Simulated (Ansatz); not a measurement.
For MgTe (model structure, started from the WC type, P-6m2, No. 187, 2 atoms in the cell), PBEsol in Ansatz (PAW) gives:

* **lattice parameter a**: 4.087 Å
* **c axis length**: 3.725 Å
* **formation enthalpy**: -0.603 eV/atom

Task: What does PBE-D3(BJ) (plane waves, PAW; Ansatz, a quantum-chemistry and plane-wave program) give for the same quantities?

Result: 
- lattice constant a: 4.056 Å (decreases by 0.8 %)
- lattice parameter c: 3.721 Å (falls by 0.1 %)
- formation enthalpy: -0.601 eV/atom (moves by +0.002 eV/atom)

Changes are worked out from the printed values.

Unless a cell is named, each level is at its own relaxed cell (PBEsol 26.94, PBE-D3(BJ) 26.50 Å³/atom).

Levels without +SOC leave out spin–orbit coupling, which shifts energies and cells of such heavy elements.

Ansatz's density-functional and Hartree–Fock values are scalar-relativistic unless marked +SOC, with PAW data made under PBE.

A model structure was made by putting elements into a prototype or built by hand; it is no filed structure, need not be a known phase, and can be a saddle point held by its symmetry.
